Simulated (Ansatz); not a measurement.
## InAs (model structure, started from the NiAs type, P6₃/mmc, No. 194, 4 atoms in the cell): volume per atom by level of theory

No measured value is used here.

**Question.** Put these levels in order of the volume per atom that they give for InAs (model structure, started from the NiAs type, P6₃/mmc, No. 194, 4 atoms in the cell), smallest first: PBE (Ansatz, a program for electronic structure), PBE-D3(BJ) (Ansatz), PBEsol (Ansatz).

**Answer.** PBEsol (22.90 Å³/atom), PBE-D3(BJ) (23.11 Å³/atom), PBE (24.12 Å³/atom)

Ansatz's density-functional and Hartree–Fock values are scalar-relativistic unless marked +SOC, with PAW data made under PBE.

A model structure was made by putting elements into a prototype or built by hand; it is no filed structure, need not be a known phase, and can be a saddle point held by its symmetry.
